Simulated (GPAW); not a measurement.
Worked example: self-consistent single point of BN (F-43m, 2 atoms in the cell) in GPAW.

Method of the run: PBE, GPAW PAW datasets PBE (gpaw-data 1.0.1) (plane waves; GPAW).

The change in words: lattice scaled by 0.98. Reference geometry:
```xyz
2
Lattice="0.0000 1.7925 1.7925 1.7925 0.0000 1.7925 1.7925 1.7925 0.0000" Properties=species:S:1:pos:R:3 pbc="T T T"
B      0.0000     0.0000     0.0000
N      2.6888     2.6888     2.6888
```

Reference input (self-consistent single point, DFT PBE, plane waves, GPAW PAW datasets PBE (gpaw-data 1.0.1)): mode = pw; ecut = 900 eV; xc = PBE; kpts = 13 13 13; mesh shift (steps) = 0 0 0; occupations.name = fermi-dirac; occupations.width = 0 eV; nbands = -8; convergence.forces = 0.001 eV/Å; convergence.bands = -6; symmetry.symmorphic = false; symmetry.tolerance = 0.0005. This run's input differs from it in these lines:

```diff
@@ -5,7 +5,7 @@
 atoms = Atoms(['B', 'N'],
-              cell=[[0.000000, 1.792513, 1.792513],
-                    [1.792513, 0.000000, 1.792513],
-                    [1.792513, 1.792513, 0.000000]],
+              cell=[[0.000000, 1.756663, 1.756663],
+                    [1.756663, 0.000000, 1.756663],
+                    [1.756663, 1.756663, 0.000000]],
               positions=[[0.000000, 0.000000, 0.000000],
-                         [2.688770, 2.688770, 2.688770]],
+                         [2.634995, 2.634995, 2.634995]],
               pbc=True)
```

Output, abridged:

```
     iter     time        total  log10-change:
                         energy   eigst   dens  force
iter:   1 --:--:--   -18.345217   +1.14
iter:   2 --:--:--   -18.156638   -0.72  -0.75
iter:   3 --:--:--   -17.426811   -1.29  -0.79
iter:   4 --:--:--   -17.403915   -2.75  -1.17
iter:   5 --:--:--   -17.386187   -2.11  -1.30
iter:   6 --:--:--   -17.386521   -3.48  -2.07
iter:   7 --:--:--   -17.385445c  -3.70  -2.17
iter:   8 --:--:--   -17.385435c  -5.95  -3.20
iter:   9 --:--:--   -17.385432c  -5.91  -3.48
iter:  10 --:--:--   -17.385432c  -6.89  -3.61
iter:  11 --:--:--   -17.385432c  -8.88c -4.97c
iter:  12 --:--:--   -17.385432c  -9.47c -5.00c -15.80c
Converged after 12 iterations.

Dipole moment: (1.738333, 1.738333, 1.738333) |e|*Ang

Energy contributions relative to reference atoms: (reference = -2151.211071)

Kinetic:        +24.596741
Potential:      -21.853140
External:        +0.000000
XC:             -20.250013
Entropy (-ST):   +0.000000
Local:           +0.120980
SIC:             +0.000000
--------------------------
Free energy:    -17.385432
Extrapolated:   -17.385432

Showing only first 2 kpts
 Kpt  Band  Eigenvalues  Occupancy
  0     2     11.41302    2.00000
  0     3     11.41303    2.00000
  0     4     20.65525    0.00000
  0     5     20.65525    0.00000

  1     2     10.88860    2.00000
  1     3     10.90442    2.00000
  1     4     20.37532    0.00000
  1     5     21.35732    0.00000

Fermi level: 13.73351

Gap: 4.641 eV
Transition (v -> c):
   [... lines left out ...]
Direct/indirect transitions are different
Direct gap: 9.242 eV
Transition at: (s=0, k=0, n=3, [0.00, 0.00, 0.00])
Energy (eV): -17.385432

Forces in eV/Ang:
  0 B     0.00000    0.00000   -0.00000
  1 N     0.00000   -0.00000    0.00000

Stress tensor:
    -0.256725    -0.000000    -0.000000
    -0.000000    -0.256725     0.000000
    -0.000000     0.000000    -0.256725
Stress (GPa, Voigt): [-41.1319 -41.1319 -41.1319   0.      -0.      -0.    ]
```

The run converged in 12 iterations. GPAW prints stress with tension positive. Against the reference run the free energy rises by 56.6 meV/atom and the gap on the mesh goes from 4.574 to 4.641 eV.

At such cutoffs GPAW's stress carries a finite-basis (Pulay) error, which enters relaxed cells too; its log prints stress with tension positive.

The starting cell comes from a database of computed structures (which also holds hypothetical and non-ambient phases and stackings), without a prior relaxation at this level. Its lattice was rescaled by a random factor within 2.5 % of one. For this run, on top of that: lattice scaled by 0.98.
